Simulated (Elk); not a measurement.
A self-consistent single point of SnAs₃ (Fm-3m, 4 atoms in the cell) with Elk.

Level of theory: Elk with LDA (PW92), all-electron FP-LAPW, Elk's shipped species files, APW+lo basis with extra local orbitals.

The change in words: lattice scaled by 0.985; rgkmax: 8 → 6.2. Reference geometry:
```xyz
4
Lattice="0.0000 3.4774 3.4774 3.4774 0.0000 3.4774 3.4774 3.4774 0.0000" Properties=species:S:1:pos:R:3 pbc="T T T"
Sn     0.0000     0.0000     0.0000
As     1.7387     1.7387     1.7387
As     5.2161     5.2161     5.2161
As     3.4774     3.4774     3.4774
```

Reference input (self-consistent single point, DFT, LDA (PW92), all-electron FP-LAPW, Elk's shipped species files, APW+lo basis with extra local orbitals): xctype = 3; rgkmax = 8; stype = 0; swidth = 0.00367493 Ha; ngridk = 4 4 4; gmaxvr = 14 1/bohr; nxlo = 2; lorbcnd = true; lmaxi = 3. This run's input differs from it in these lines:

```diff
@@ -7,3 +7,3 @@
 rgkmax
-  8.0
+  6.2
 
@@ -28,5 +28,5 @@
 avec
-    0.0000000000    6.5713430744    6.5713430744
-    6.5713430744    0.0000000000    6.5713430744
-    6.5713430744    6.5713430744    0.0000000000
+    0.0000000000    6.4727730700    6.4727730700
+    6.4727730700    0.0000000000    6.4727730700
+    6.4727730700    6.4727730700    0.0000000000
```

Output (repeated stretches shortened):

```
│ Self-consistent loop started │
│ Loop number : 1 │
 total energy                :     -12960.9229390
│ Loop number : 2 │
 total energy                :     -12960.8591339
RMS change in Kohn-Sham potential (target) :   0.6199455415E-01 (  0.1000000000E-05)
Absolute change in total energy (target)   :   0.6380512169E-01 (  0.1000000000E-03)
│ Loop number : 3 │
 total energy                :     -12960.6515559
RMS change in Kohn-Sham potential (target) :   0.6106508428E-01 (  0.1000000000E-05)
Absolute change in total energy (target)   :   0.2235292998     (  0.1000000000E-03)
│ Loop number : 4 │
   [... lines left out ...]
Absolute change in total energy (target)   :   0.1977192753E-02 (  0.1000000000E-03)
│ Loop number : 13 │
 total energy                :     -12947.9004234
RMS change in Kohn-Sham potential (target) :   0.1331888545E-06 (  0.1000000000E-05)
Absolute change in total energy (target)   :   0.3523162377E-03 (  0.1000000000E-03)
│ Loop number : 14 │
 total energy                :     -12947.9004624
RMS change in Kohn-Sham potential (target) :   0.2836672222E-07 (  0.1000000000E-05)
Absolute change in total energy (target)   :   0.4903098124E-04 (  0.1000000000E-03)
Convergence targets achieved

│ Loop number : 15 │

Energies :
 Fermi                       :     0.273596121012
 total energy                :     -12947.9004659

Density of states at Fermi energy :    84.86189139
 (states/Hartree/unit cell)

Estimated indirect band gap :   0.7018291524E-02
 from k-point      6 to k-point      7
Estimated direct band gap   :   0.1137546329E-01
 at k-point      5

Charges :
 core                        :    84.00000000
 valence                     :    65.00000000
 interstitial                :    7.004130983
 muffin-tins (core leakage)
  species :    1 (Sn)
   atom    1                 :    48.10533855     (  0.6829487763E-04)
  species :    2 (As)
   atom    1                 :    31.32805341     (  0.1448629326E-03)
   atom    2                 :    31.32805341     (  0.1448629326E-03)
   atom    3                 :    31.23442364     (  0.1433845397E-03)
 total in muffin-tins        :    141.9958690
 total calculated charge     :    148.9692279
 total charge                :    149.0000000
 error                       :   0.3077213806E-01

│ Self-consistent loop stopped │
```

The run converged in 15 iterations. The count includes the last loop, which Elk runs after its targets are met. Against the reference run the total energy rises by 232 meV/atom.

The starting cell comes from a database of computed structures (which also holds hypothetical and non-ambient phases and stackings), without a prior relaxation at this level. For this run, on top of that: lattice scaled by 0.985. Values depend on the basis (sphere radii, cutoffs, local orbitals), which need not be converged. The run gives no clean gap (levels at the Fermi energy touch, overlap or are partly filled at this smearing), which alone does not show that the compound is a metal. The log's line on a gap gives a spacing of levels on this mesh, which the program prints for metals too.
